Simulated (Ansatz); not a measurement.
Consider TiO$_{2}$ in the anatase structure (space group I4_1/amd, No. 141; a = 3.778 Å, c = 9.584 Å).

Method: r2SCAN/PAW in Ansatz (an electronic-structure program), no spin-orbit coupling.

Carriers are added at fixed cell with a uniform background; the Fermi–Dirac width is that of 300 K.

One change was made to it. Results:

The Fermi level relative to the doped band's edge (positive inside the band; to 0.05 eV) comes out as +0.15 eV; the gap between the host's bands increases by 0.036 eV (2.53 eV → 2.56 eV).

Which change produced these results?
A) electrons 3.0×10^21 cm⁻³
B) holes 2.0×10^22 cm⁻³
C) holes 3.0×10^21 cm⁻³

C, holes 3.0×10^21 cm⁻³. For comparison, the Fermi level from band edge in the other runs: holes 2.0×10^22 cm⁻³ gives +0.45 eV; electrons 3.0×10^21 cm⁻³ gives +0.55 eV.

Carriers are added with a uniform compensating background; total energy and stress of such cells depend on the potential's zero and are not compared; many-body gap narrowing is missing at this level. Whether these cells are dynamically stable was not tested. The final runs are not spin-polarised.
